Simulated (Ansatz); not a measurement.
Consider TiB2 (space group P6/mmm, No. 191; a = 3.025 Å, c = 3.223 Å).

The values are results of r2SCAN in Ansatz (plane waves to 500 eV, PAW, no spin-orbit coupling), not measurements.

Base values:

```
Quantity                           Result
-----------------------------  ----------
Band gap                             zero
Density                        4.52 g/cm³
Shortest interatomic distance     1.746 Å
```

The change: cell and atoms relaxed at a pressure of 45 GPa.

**Question.** What does the calculation give for the band gap after the change?

**Answer.** The band gap is still zero.

**Question.** How does this affect the density?

**Answer.** The density increases by 0.65 g/cm³ to 5.17 g/cm³.

**Question.** What does the calculation give for the shortest interatomic distance after the change?

**Answer.** The shortest interatomic distance falls by 0.067 Å, from 1.746 Å to 1.679 Å.

Load acts through the strain it causes; cell and atoms are relaxed under it. Whether these cells are dynamically stable was not tested. No other phases were tried under pressure. The final runs are not spin-polarised.

Ansatz is a first-principles code.
